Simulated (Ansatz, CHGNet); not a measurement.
For HgS (model structure, started from the cinnabar type, P3₂21, No. 154, 6 atoms in the cell), the machine-learned potential CHGNet 0.3.0 (trained on PBE and PBE+U data) gives:

```
Item                   Value
-------------------  -------
lattice parameter a  4.498 Å
c axis length        9.918 Å
```

Task: What does PBEsol (plane waves, PAW; Ansatz, a first-principles code) give for the same quantities?

Result: 
- lattice constant a: 4.140 Å (decreases by 8.0 %)
- lattice parameter c: 9.409 Å (falls by 5.1 %)

Changes are worked out from the printed values.

Unless a cell is named, each level is at its own relaxed cell (CHGNet 0.3.0 28.96, PBEsol 23.28 Å³/atom).

Levels without +SOC leave out spin–orbit coupling, which shifts energies and cells of such heavy elements.

Ansatz's density-functional and Hartree–Fock values are scalar-relativistic unless marked +SOC, with PAW data made under PBE.

A model structure was made by putting elements into a prototype or built by hand; here it ended with the formula and space group of a phase in our tables.
